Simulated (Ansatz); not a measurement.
The reference is PbSe in the rock salt structure (space group Fm-3m, No. 225; a = 6.178 Å). Axes: x, y, z lie along the cube axes.

Method: r2SCAN in Ansatz (plane waves to 500 eV, PAW, spin-orbit coupling left out), earlier PAW set.

Base values:

* **Electron mass**: 0.19 mₑ along k, 0.14 mₑ across (at L)
* **Valley order**: L along ⟨111⟩ 0.67 eV; a point along ⟨110⟩, about 0.6 Å⁻¹ from Γ 1.47 eV
* **Volume per atom**: 29.47 Å³

Modification: tensile biaxial strain of 0.55 % in the plane normal to [001], as in epitaxy on a mismatched substrate; the out-of-plane cell vector and the atoms relax.

Problem. Predict the new electron mass.

Solution. The electron mass goes from 0.19 mₑ along k, 0.14 mₑ across (at L) to 0.20 mₑ along k, 0.14 mₑ across (at L).

Problem. What does the calculation give for the valley order after the change?

Solution. The valley order (the lowest conduction-band minima on the path, energy above the VBM, named in the base's zone) becomes L along [1-1-1] 0.70 eV; a point along [1-10], about 0.6 Å⁻¹ from Γ 1.49 eV (base: L along ⟨111⟩ 0.67 eV; a point along ⟨110⟩, about 0.6 Å⁻¹ from Γ 1.47 eV).

Problem. What does the calculation give for the volume per atom after the change?

Solution. The volume per atom increases by 0.29 Å³ to 29.76 Å³.

Problem. Estimate the effect on the energy relative to the base.

Solution. The energy increases by 0.8 meV/atom.

Spin-orbit coupling, missing from the scalar runs, can matter with Pb. The levels and masses belong to the bands next to the band gap. Masses are band curvatures over ±0.01 Å⁻¹ around the edge. Along k means along the line from Γ to the band edge. Whether these cells are dynamically stable was not tested.

Ansatz is an electronic-structure program.
